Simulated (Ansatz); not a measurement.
Cost and result by functional for the surface energy of the (331) surface of bcc Li in its 1x1 cell, outermost plane spacing 0.39 Å in the ideal cut, in Ansatz (plane waves, PAW). Single points on the PBE structure, on one kind of machine; costs are rough ratios of the slab run's core time (references not counted) to the cheapest single point. r2SCAN's cost holds its higher cutoff (500 against 420 eV). Differences are taken against r2SCAN for comparison alone: no measured value is at hand, so the table doesn't rank accuracy.

Slab: 27 atoms, 10.3 Å thick at the start (thin: gaps and levels are the slab's own); k 8x4x1, smearing 0.1 eV, dipole-corrected; all atoms relaxed; held to the part of the start's symmetry that mesh and held atoms allow; no spin, no spin-orbit, no U. These notes are the PBE run's.

| functional | relative cost | surface energy (J/m²) | less r2SCAN (J/m²) |
|---|---|---|---|
| PBEsol | 1 | 0.54 | 0.02 |
| RPBE | 1 | 0.48 | -0.04 |
| LDA | 1 | 0.56 | 0.04 |
| r2SCAN | 2 | 0.53 | 0.00 |
| PBE (the relaxed run's value) | – | 0.52 | -0.01 |

The values span 0.08 J/m², while the single points' costs differ by a factor of roughly 2. Differences are of unrounded values.

Ansatz is a program for electronic structure.
